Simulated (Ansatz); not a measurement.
The starting structures come from a database of crystals and need not be the phases stable at ambient conditions.

# Evanescent states of LiBH4 (P6_3mc, not sure to be the ambient phase, 12 atoms a cell, 8.6 Å³ an atom) along the normal of (001)

Calculation: r2SCAN (plane waves, PAW; Ansatz, a quantum-chemistry and plane-wave program).

No gap correction and no spin-orbit coupling; mid-gap values are interpolated between computed energies.

Energies count from the valence-band top; κ is the least over a 12×12 mesh across the current.

```csv
E (eV),κ (1/Å),where
0.17,0.207,Γ
0.49,0.288,Γ
0.82,0.343,Γ
1.16,0.385,Γ
1.49,0.418,Γ
1.81,0.444,Γ
2.15,0.466,Γ
2.48,0.483,Γ
2.81,0.497,Γ
3.13,0.507,Γ
3.46,0.515,Γ
3.79,0.520,Γ
4.12,0.522,Γ
4.46,0.522,Γ
4.79,0.518,Γ
5.12,0.502,off Γ
5.45,0.477,off Γ
5.78,0.447,off Γ
6.11,0.411,off Γ
6.43,0.366,off Γ
6.76,0.307,off Γ
7.09,0.209,off Γ
```

Task: How thick must the barrier be to attenuate the transmission by 10^8 when the electrodes' Fermi level lies at 4.46 eV, and what attenuation does that film give at 7.09 eV?

Result: d = 8 ln 10 / (2 × 0.522) = 17.6 Å. At 7.09 eV it gives 8 × 0.209/0.522 = 3.2 decades.
